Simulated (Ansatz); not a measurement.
In₂O₃ (model structure, started from the Al2S3 type, C2/c, No. 15, 10 atoms in the cell) was calculated with PBEsol in Ansatz (PAW).

Settings: plane-wave cutoff 520 eV, 8×8×6 k mesh (along the axes of the cell as run), Fermi–Dirac smearing 0.01 eV, scalar-relativistic PAW data made under PBE.

Cell (relaxed at this level):

```
CELL_PARAMETERS angstrom
      5.86138    -3.27109     0.05689
      5.86138     3.27109     0.05689
     -3.75694     0.00000     4.53640
ATOMIC_POSITIONS crystal
  In 0.95019 0.15725 0.40293
  In 0.15725 0.95019 0.90293
  In 0.62615 0.83320 0.44709
  In 0.83320 0.62615 0.94709
  O  0.09185 0.27113 0.86957
  O  0.27113 0.09185 0.36957
  O  0.85185 0.93154 0.92501
  O  0.93154 0.85185 0.42501
  O  0.51227 0.69155 0.98044
  O  0.69155 0.51227 0.48044
```

Question: What does this level give for the band gap and smallest direct gap on the k points sampled?

Answer: 
band gap: 1.24 eV
smallest direct gap on the k points sampled: 1.29 eV

Note: the relaxation could raise the start's symmetry but not lower it, so the cell can be a saddle point.

Spin–orbit coupling is not included.

The computed numbers hold no vibrational or temperature effects.

Cost on a shared machine: very roughly 2.1 core-minutes.

A model structure was made by putting elements into a prototype or built by hand; it is no filed structure, need not be a known phase, and can be a saddle point held by its symmetry.

Ansatz is a program for electronic structure.
